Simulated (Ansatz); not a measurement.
Response to strain in Cu

The parent structure is Cu in the fcc (Cu type) structure (space group Fm-3m, No. 225; a = 3.564 Å; relaxed with 0.1 eV smearing). Axes: x, y, z lie along the cube axes.

Strains are applied to the cell and any free atomic positions relax; under biaxial strain the out-of-plane vector relaxes too.

Calculations: Kohn–Sham DFT with the PBEsol functional, run in Ansatz (an electronic-structure program) with PAW and 420 eV plane waves, no spin-orbit coupling.

```json
[
 {"biaxial strain, plane normal [001], relaxed out of plane (%)": "-3", "out-of-plane strain (%)": "4.03"},
 {"biaxial strain, plane normal [001], relaxed out of plane (%)": "-2.5", "out-of-plane strain (%)": "3.37"},
 {"biaxial strain, plane normal [001], relaxed out of plane (%)": "-2", "out-of-plane strain (%)": "2.71"},
 {"biaxial strain, plane normal [001], relaxed out of plane (%)": "-1.5", "out-of-plane strain (%)": "2.05"},
 {"biaxial strain, plane normal [001], relaxed out of plane (%)": "-1", "out-of-plane strain (%)": "1.37"},
 {"biaxial strain, plane normal [001], relaxed out of plane (%)": "-0.5", "out-of-plane strain (%)": "?"},
 {"biaxial strain, plane normal [001], relaxed out of plane (%)": "0", "out-of-plane strain (%)": "0.00"}
]
```

Problem. Fit ε⊥ = −νε + γε² (strains in %) to the rows shown and predict the withheld row.

Solution. Least squares on the printed values gives ν = 1.38 (the biaxial Poisson response) and γ = -0.014 (largest residual 0.00 %); this predicts 0.69 %, and the run gives 0.69 %, in agreement.

Stability against distortions was not tested. All final runs are without spin polarisation.
